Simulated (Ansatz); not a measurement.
The parent structure is Li2O in the anti-fluorite structure (space group Fm-3m, No. 225; a = 4.626 Å).

The values are results of PBE (Ansatz, an electronic-structure program), no spin-orbit coupling, not measurements.

One change was made to it. Results:

The electron mass goes from 0.85 mₑ along k, 0.44 mₑ across (at X) to 0.67 mₑ along k, 0.39 mₑ across (at X); the lattice parameter a drops by 0.536 Å (4.626 Å → 4.090 Å); the smallest direct gap rises by 2.23 eV to 7.46 eV; the band gap increases by 0.663 eV (4.98 eV → 5.65 eV).

### Question
Which change produced these results?
A. pressure −1 GPa
B. pressure 9 GPa
C. pressure −2 GPa
D. pressure 4.2 GPa
E. pressure 60 GPa

### Answer
E, pressure 60 GPa. For comparison, the band gap in the other runs: pressure −1 GPa gives 4.96 eV; pressure 9 GPa gives 5.17 eV; pressure −2 GPa gives 4.93 eV; pressure 4.2 GPa gives 5.08 eV.

Load acts through the strain it causes; cell and atoms are relaxed under it. Effective masses come from finite differences of ±0.01 Å⁻¹. Along k means along the line from Γ to the band edge. Stability against distortions was not tested. Competing high-pressure phases were not computed.
